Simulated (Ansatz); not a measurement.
# How the band gap of GeSe2 (I-42d, No. 122, 6 atoms in the cell; start mp-10074) moves with the method

No measured value is used here.

```
level (code)          value (eV)  cell (Å³/atom)
---------------  ---------------  --------------
LDA (Ansatz)     1.03 (indirect)           25.13
PBEsol (Ansatz)  1.35 (indirect)           26.84
HSE06 (Ansatz)              2.28           26.84
PBE0 (Ansatz)               2.95           26.84
```

Computed values are for a static lattice. Levels without +SOC have no spin–orbit coupling; where heavier elements are present it shifts gaps, mostly down, and can invert bands.  HSE06, PBE0: the gap is read on the k mesh or supercell of the run alone and can be too large. Values are at the level's own relaxed cell; HSE06 at the PBEsol cell; PBE0 at the PBEsol cell. Cutoffs and k meshes differ between the levels. Ansatz's density-functional and Hartree–Fock values are scalar-relativistic unless marked +SOC, with PAW data made under PBE.

A start named mp-… is a Materials Project structure, which need not be a measured phase.

Ansatz is a quantum-chemistry and plane-wave program.
